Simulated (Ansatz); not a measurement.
Defect migration in rock-salt TaC: Cu-vacancy pair (Cu on one host Ta site, one Ta site vacant), neutral cell. Level of theory: PBE, PAW (plane waves to 420 eV; Ansatz, a quantum-chemistry and plane-wave program).

Settings: 64 host sites, the relaxed PBE lattice, a 3×3×3 k-point mesh shifted by half a step, smearing 0.10 eV, spin-restricted, no image-charge correction. Energies are static. Spin-orbit coupling is left out. Forms of the defect that were not tried may lie lower.

Barriers: single points on a 4×4×4 k-point mesh shifted by half a step at the bands' geometries.

The step: one Ta atom jumps into the vacancy from a nearby Ta site (Cu-vacancy distance between ideal sites 5.48 Å throughout). Atoms about the jump, Cartesian Å from the middle of the jump, before and after:

```csv
atom,x0,y0,z0,x1,y1,z1
Ta1,1.07,-1.07,0.00,-1.07,1.07,0.00
C2,-1.11,-1.13,0.01,-1.13,-1.11,0.01
C3,1.15,1.13,0.00,1.13,1.15,0.00
C4,1.13,-1.12,-2.23,1.12,-1.11,-2.25
C5,-1.11,1.12,-2.25,-1.12,1.13,-2.23
Ta6,1.08,1.13,-2.19,1.13,1.08,-2.19
Ta7,-1.12,-1.06,-2.19,-1.06,-1.12,-2.19
C8,-1.11,1.13,2.26,-1.11,1.13,2.24
C9,1.13,-1.11,2.24,1.13,-1.11,2.26
Ta10,-1.11,-1.07,2.18,-1.07,-1.11,2.18
Ta11,1.08,1.13,2.20,1.13,1.08,2.20
C12,-3.36,1.12,0.00,-3.35,1.12,0.00
C13,1.12,-3.35,0.00,1.12,-3.36,0.00
C14,3.36,-1.11,0.00,3.38,-1.11,0.01
C15,-1.11,3.38,0.01,-1.11,3.36,0.00
Ta16,-1.14,-3.35,-0.02,-1.06,-3.30,0.00
Ta17,-3.30,-1.06,0.00,-3.35,-1.14,-0.02
Cu18,-3.15,-3.13,-2.03,-3.13,-3.15,-2.04
```

Problem. Give the saddle-point geometry and the barrier.

Solution. 
```
atom      x      y      z
----  -----  -----  -----
Ta1    0.00   0.00  -0.46
C2    -1.35  -1.35   0.04
C3     1.35   1.35   0.04
C4     0.99  -0.99  -2.14
C5    -1.00   1.00  -2.14
Ta6    1.32   1.31  -2.38
Ta7   -1.36  -1.35  -2.36
C8    -1.10   1.11   2.24
C9     1.11  -1.09   2.25
Ta10  -1.10  -1.09   2.27
Ta11   1.10   1.10   2.28
C12   -3.34   1.12   0.02
C13    1.12  -3.34   0.02
C14    3.34  -1.09   0.02
C15   -1.09   3.35   0.02
Ta16  -1.08  -3.38   0.04
Ta17  -3.39  -1.10   0.01
Cu18  -3.17  -3.56  -1.92
```
It lies 5.21 eV above the start and 5.21 eV above the end. The saddle point's order was not checked.
